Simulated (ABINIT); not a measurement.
## Worked example: self-consistent single point of MnS (Fm-3m, 4 atoms in the cell) in ABINIT

Method of the run: PBE, PAW (JTH v2.0 PBE PAW) (plane waves; ABINIT 10.0.3).

The input file:

```
# MnS, JTH v2.0 PBE PAW
pp_dirpath "./"
pseudos "Mn.GGA_PBE-JTH.xml, S.GGA_PBE-JTH.xml"
acell 3*1.0
rprim
         9.6217068594    4.8108534297    4.8108534297
         4.8108534297    9.6217068594    4.8108534297
         4.8108534297    4.8108534297    9.6217068594
natom 4
ntypat 2
znucl 25 16
typat 1 1 2 2
xcart
         0.0000000000    0.0000000000    0.0000000000
         5.0915880000    5.0915880000    5.0915880000
         2.5457940000    2.5457940000    2.5457940000
         7.6373820000    7.6373820000    7.6373820000
      Angstrom
chkprim 0
ecut 30
pawecutdg 60
pawxcdev 0
ixc 11
nsppol 2
spinat
      0 0 5
      0 0 -5
      0 0 0
      0 0 0
occopt 3
tsmear 0.00073499
nband 28
kptopt 1
ngkpt 6 6 6
nshiftk 1
shiftk 0 0 0
nstep 50
tolvrs 1.0e-11
prtwf 0
prtden 0
prtvol 1
enunit 2
```

Log, with long lists cut:

```
 Magnetic group, Shubnikov type IV
 Fedorov space group R-3 m (#166)
 Magnetic Bravais lattice hR_I (rhombohedral, centered magnetic, #31)

 -outvars: echo values of preprocessed input variables --------
            acell      1.0000000000E+00  1.0000000000E+00  1.0000000000E+00 Bohr
          chkprim           0
             ecut      3.00000000E+01 Hartree
           enunit           2
              ixc          11
         kptrlatt        6    0    0      0    6    0      0    0    6
          kptrlen      4.08214450E+01
            natom           4
            nband          28
            ngfft          60      60      60
          ngfftdg          90      90      90
             nkpt          32
           nspden           2
           nsppol           2
            nstep          50
             nsym          24
           ntypat           2
           occopt           3
        pawecutdg      6.00000000E+01 Hartree
         pawxcdev           0
            rprim      9.6217068594E+00  4.8108534297E+00  4.8108534297E+00
                       4.8108534297E+00  9.6217068594E+00  4.8108534297E+00
                       4.8108534297E+00  4.8108534297E+00  9.6217068594E+00
          spgroup         166
           spinat      0.0000000000E+00  0.0000000000E+00  5.0000000000E+00
                       0.0000000000E+00  0.0000000000E+00 -5.0000000000E+00
                       0.0000000000E+00  0.0000000000E+00  0.0000000000E+00
                       0.0000000000E+00  0.0000000000E+00  0.0000000000E+00
           tolvrs      1.00000000E-11
           tsmear      7.34990000E-04 Hartree
            typat      1  1  2  2
           useylm           1
             xred      1.0935415906E-09  1.0935415906E-09  1.0935415906E-09
                       5.0000000109E-01  5.0000000109E-01  5.0000000109E-01
                       2.5000000109E-01  2.5000000109E-01  2.5000000109E-01
   [... lines left out ...]
            znucl       25.00000   16.00000

== DATASET  1 ==================================================================

 Exchange-correlation functional for the present dataset will be:
  GGA: Perdew-Burke-Ernzerhof functional - ixc=11
 Citation for XC functional:
  J.P.Perdew, K.Burke, M.Ernzerhof, PRL 77, 3865 (1996)

 Real(R)+Recip(G) space primitive vectors, cartesian coordinates (Bohr,Bohr^-1):
 R(1)=  9.6217069  4.8108534  4.8108534  G(1)=  0.1558975 -0.0519658 -0.0519658
 R(2)=  4.8108534  9.6217069  4.8108534  G(2)= -0.0519658  0.1558975 -0.0519658
 R(3)=  4.8108534  4.8108534  9.6217069  G(3)= -0.0519658 -0.0519658  0.1558975
 Unit cell volume ucvol=  4.4537555E+02 bohr^3
 Angles (23,13,12)=  3.35573098E+01  3.35573098E+01  3.35573098E+01 degrees

 Coarse grid specifications (used for wave-functions):

 getcut: wavevector=  0.0000  0.0000  0.0000  ngfft=  60  60  60
         ecut(hartree)=     30.000   => boxcut(ratio)=   2.06504

 Fine grid specifications (used for densities):

 getcut: wavevector=  0.0000  0.0000  0.0000  ngfft=  90  90  90
         ecut(hartree)=     60.000   => boxcut(ratio)=   2.19091

   2.77838332E+03                                ecore*ucvol(ha*bohr**3)

_setup2: Arith. and geom. avg. npw (full set) are    3495.875    3495.856
--- !BeginCycle
solver: {iscf: 17, nstep: 50, nline: 4, wfoptalg: 10, }
tolerances: {tolvrs: 1.00E-11, }
...

     iter   Etot(hartree)     deltaE(h) residm    nres2    magn
 ETOT  1  -228.30241373224    -2.28E+02 8.05E+00 4.08E+03 1.380
 ETOT  2  -236.11407384979    -7.81E+00 1.67E-01 1.97E+04 0.214
 ETOT  3  -230.25011503597     5.86E+00 3.89E-01 3.28E+02 0.092
 ETOT  4  -231.10054547803    -8.50E-01 2.33E-01 8.34E+03 0.000
 ETOT  5  -230.35710743763     7.43E-01 8.90E-02 2.53E+02 0.091
 ETOT  6  -230.36094307887    -3.84E-03 2.14E-02 9.61E+01 0.017
   [... 17 lines left out ...]
 ETOT 24  -230.36712265584    -9.18E-12 9.31E-08 2.45E-10 0.000
 ETOT 25  -230.36712265585    -8.16E-12 4.81E-08 1.09E-10 0.000
 ETOT 26  -230.36712265584     6.74E-12 3.11E-08 5.13E-11 0.000
 ETOT 27  -230.36712265584    -6.82E-13 1.60E-08 1.39E-11 0.000
 ETOT 28  -230.36712265585    -5.12E-12 1.04E-08 4.04E-12 0.000
 At SCF step   28       nres2   =  4.04E-12 < tolvrs=  1.00E-11 =>converged.

 Cartesian components of stress tensor (hartree/bohr^3)
  sigma(1 1)= -6.77771627E-05  sigma(3 2)=  9.79384797E-06
  sigma(2 2)= -6.77771627E-05  sigma(3 1)=  9.79384797E-06
  sigma(3 3)= -6.77771627E-05  sigma(2 1)=  9.79384797E-06

 Integrated electronic and magnetization densities in atomic spheres:
 Radius=ratsph(iatom), smearing ratsm=  0.0000. Diff(up-dn)=approximate z local magnetic moment.
 Atom    Radius    up_density   dn_density  Total(up+dn)  Diff(up-dn)
    1   2.11192     8.518966     4.508176     13.027142     4.010789
    2   2.11192     4.508176     8.518965     13.027142    -4.010789
    3   1.90380     1.808161     1.808161      3.616322     0.000000
    4   1.90380     1.808161     1.808161      3.616322     0.000000
  Sum:             16.643464    16.643464     33.286927     0.000000
 Total magnetization (from the atomic spheres):             0.000000
 Total magnetization (exact up - dn):                       0.000000

 ----iterations are completed or convergence reached----

 reduced coordinates (array xred) for    4 atoms
       0.000000001094      0.000000001094      0.000000001094
       0.500000001094      0.500000001094      0.500000001094
       0.250000001094      0.250000001094      0.250000001094
       0.750000001094      0.750000001094      0.750000001094
 cartesian forces (eV/Angstrom) at end:
    1      0.00000000000000    -0.00000000000000     0.00000000000000
    2      0.00000000000000    -0.00000000000000     0.00000000000000
    3     -0.00000000000000     0.00000000000000    -0.00000000000000
    4     -0.00000000000000     0.00000000000000    -0.00000000000000
 frms,max,avg= 1.4486140E-26 1.7268625E-26   0.000E+00  0.000E+00  0.000E+00 e/A
 length scales=  1.000000000000  1.000000000000  1.000000000000 bohr
              =  0.529177208590  0.529177208590  0.529177208590 angstroms
 Fermi (or HOMO) energy (hartree) =   0.28820   Average Vxc (hartree)=  -0.39900
 Magnetization (Bohr magneton)=  2.84217094E-14
 Total spin up =  2.10000000E+01   Total spin down =  2.10000000E+01
   [... lines left out ...]
 Fermi (or HOMO) energy (eV) =   7.84229   Average Vxc (eV)= -10.85727
   [... lines left out ...]
 prteigrs : prtvol=0 or 1, do not print more k-points.

 Eigenvalues (   eV  ) for nkpt=  32  k points, SPIN DOWN:
 kpt#   1, nband= 28, wtk=  0.00463, kpt=  0.0000  0.0000  0.0000 (reduced coord)
 -73.87741  -69.35955  -42.63153  -42.63147  -42.63147  -38.21308  -38.21308  -38.18820
  -7.04136   -5.53563    0.68362    3.26070    3.26070    4.80177    4.80177    4.99128
   6.03232    6.03232    6.03917    6.18711    6.18711    8.67067    8.67067    8.79597
  10.37494   10.37494   10.57016   10.95052
 prteigrs : prtvol=0 or 1, do not print more k-points.

--- !EnergyTerms
comment             : Components of total free energy in Hartree
kinetic             :  3.42225739022021E+01
hartree             :  5.98049621522822E+01
xc                  : -1.47858166126672E+01
Ewald energy        : -1.44756116660896E+02
psp_core            :  6.23829337812821E+00
local_psp           : -1.58777740822847E+02
spherical_terms     : -1.23132779432100E+01
internal            : -2.30367122607007E+02
'-kT*entropy'       : -2.56965493573069E-10
total_energy        : -2.30367122607264E+02
total_energy_eV     : -6.26860820198995E+03
...

-Cartesian components of stress tensor (GPa)         [Pressure=  1.9941E+00 GPa]
- sigma(1 1)= -1.99407264E+00  sigma(3 2)=  2.88144907E-01
- sigma(2 2)= -1.99407264E+00  sigma(3 1)=  2.88144907E-01
- sigma(3 3)= -1.99407264E+00  sigma(2 1)=  2.88144907E-01

 Calculation completed.
```

The run converged in 28 iterations.

The starting cell has typed, rounded lattice constants, without a prior relaxation at this level. Its lattice was rescaled by a random factor within 2.5 % of one. The magnetic order is the one reached from the typed start; others were not searched systematically.

Cost on one core of a shared machine: roughly 9 min.
